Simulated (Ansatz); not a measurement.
Cells marked so need not be the phases stable at ambient conditions, and some may be hypothetical.

By PBEsol, each system below comes out a metal.

G/A = (e²/h) × open channels of both spins per area, as a mean over 0.1 eV about the Fermi level, without spin-orbit coupling, for the cells as given.

A. B$_{2}$W (P6/mmm, not sure to be the ambient phase, 3 atoms a cell, 8.6 Å³ an atom), current normal to (100)
B. Ti₃InC (Pm-3m, anti-perovskite, not sure to be the ambient phase, 5 atoms a cell, 15.2 Å³ an atom, -4 GPa at this level), current normal to (001)
C. TaW3 (Fm-3m, not sure to be the ambient phase, 4 atoms a cell, 16.4 Å³ an atom, -5 GPa at this level), current normal to (110)

Rank these by ballistic conductance per area (lowest first), as PBEsol (Ansatz, an electronic-structure program) gives it.

B (0.47 × 10¹⁵ S/m²), C (0.82 × 10¹⁵ S/m²), A (1.5 × 10¹⁵ S/m²)
